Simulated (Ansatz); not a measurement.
The starting structures come from a database of crystals and need not be the phases stable at ambient conditions.

By PBEsol, the system below comes out a metal.

```
CELL_PARAMETERS angstrom
      4.16957     0.00000     0.00000
      0.00000     4.16957     0.00000
      0.00000     0.00000     4.16957
ATOMIC_POSITIONS crystal
  Sc 0.00000 0.00000 0.00000
  Al 0.50000 0.00000 0.50000
  Al 0.00000 0.50000 0.50000
  Al 0.50000 0.50000 0.00000
```

The cell is strained (all lengths scaled by 1.02); by PBEsol it stands under a pressure of -5.6 GPa.

The current flows along the normal of the first two printed cell vectors, the (001) plane of the conventional cell. No spin-orbit coupling; the value is a mean over 0.1 eV about the Fermi level.

Task: State the ballistic conductance per area according to Ansatz (a program for electronic structure) with PBEsol.

Result: 0.58 × 10¹⁵ S/m² for both spins.
